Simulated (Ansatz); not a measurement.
This Ansatz (a first-principles code) input is the reference run, an 8-atom supercell of CdO in the rock salt structure (space group Fm-3m, No. 225) at its relaxed geometry, computed with DFT with PBEsol, PAW potentials and a 420 eV plane-wave cutoff in Ansatz, no SOC:

Ansatz 0.2 input:
```yaml
crystal:
  lattice:
    - [-4.6902313016, 0, 0]
    - [0, 0, 4.6902313016]
    - [0, 4.6902313016, 0]
  atoms:
    - { symbol: O, position: [0, 0, 0] }
    - { symbol: O, position: [0.5, 0, 0.5] }
    - { symbol: O, position: [0.5, 0.5, 0] }
    - { symbol: O, position: [0, 0.5, 0.5] }
    - { symbol: Cd, position: [0.5, 0.5, 0.5] }
    - { symbol: Cd, position: [0, 0.5, 0] }
    - { symbol: Cd, position: [0, 0, 0.5] }
    - { symbol: Cd, position: [0.5, 0, 0] }
basis: { ecutwfc: 420, ecutrho_ratio: 4, xc_grid: 2, fft_grid_basis: typed }
kpoints: { mp_grid: { grid: [5, 5, 5] } }
hamiltonian:
  xc: pbesol
  dispersion: none
  pseudopotentials: { kind: paw }
scf: { occupations: { method: fermi_dirac, width: 0.05 }, convergence: { dr2_threshold: 0.0000000008 } }
output: { forces: true, stress: true }
checkpoint: { write: state.ck, write_every: 1000 }
```

Problem. Write the input for this change: a neutral Si on a Cd site, atoms relaxed at fixed cell, starting from a slightly rattled geometry.

Solution. 
Ansatz 0.2 input:
```yaml
crystal:
  lattice:
    - [-4.6902313016, 0, 0]
    - [0, 0, 4.6902313016]
    - [0, 4.6902313016, 0]
  atoms:
    - { symbol: O, position: [-0.0022794653, 0.0031461069, 0.0015389918] }
    - { symbol: O, position: [0.5000259032, 0.0035102584, 0.5034373546] }
    - { symbol: O, position: [0.5020620921, 0.4991881038, 0.0059485436] }
    - { symbol: O, position: [-0.0004675811, 0.4955772915, 0.5064842645] }
    - { symbol: Si, position: [0.4958208871, 0.495571818, 0.5017744461] }
    - { symbol: Cd, position: [0.0056873561, 0.5015016976, 0.0011942145] }
    - { symbol: Cd, position: [0.0006197315, 0.0044444914, 0.5015295932] }
    - { symbol: Cd, position: [0.5091124488, -0.0005317373, 0.0017141754] }
basis: { ecutwfc: 420, ecutrho_ratio: 4, xc_grid: 2, fft_grid_basis: typed }
kpoints: { mp_grid: { grid: [5, 5, 5] } }
hamiltonian:
  xc: pbesol
  dispersion: none
  pseudopotentials: { kind: paw }
scf: { occupations: { method: fermi_dirac, width: 0.05 }, convergence: { dr2_threshold: 0.0000000008 } }
relax: { f_tol: 0.02, max_steps: 45 }
output: { forces: true, stress: true }
checkpoint: { write: state.ck, write_every: 1000 }
```
This is the input that was run; other choices of cell and start would serve too.

In so small a cell the defect repeats every few ångströms: this is an ordered compound, not a dilute defect. All final runs are without spin polarisation. The defect cell is not spin-polarised.
